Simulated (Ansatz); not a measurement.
The parent structure is InP in the zinc blende structure (space group F-43m, No. 216; a = 5.878 Å). Axes: x, y, z lie along the cube axes.

One thing is altered: compressive biaxial strain of 2.50 % in the plane normal to [111], as in epitaxy on a mismatched substrate; the out-of-plane cell vector and the atoms relax.

Computed with DFT with PBEsol, PAW potentials and a 420 eV plane-wave cutoff in Ansatz (a first-principles code), scalar-relativistic without spin-orbit coupling.

### Question
Give the band edges at the high-symmetry points of the new zone, measured from its valence-band maximum.

### Answer
```
point  valence edge (eV)  conduction edge (eV)
-----  -----------------  --------------------
Γ                   0.00                  0.60
T                  -0.95                  1.72
H₂                 -3.18                  3.92
H₀                 -3.18                  3.92
L                  -1.07                  1.23
S₀                 -2.25                  1.95
S₂                 -2.25                  1.95
F                  -2.39                  1.40
```

The gap is 0.60 eV, direct at Γ.

Whether these cells are dynamically stable was not tested. Labels are those of the standard path for the cell's own space group.
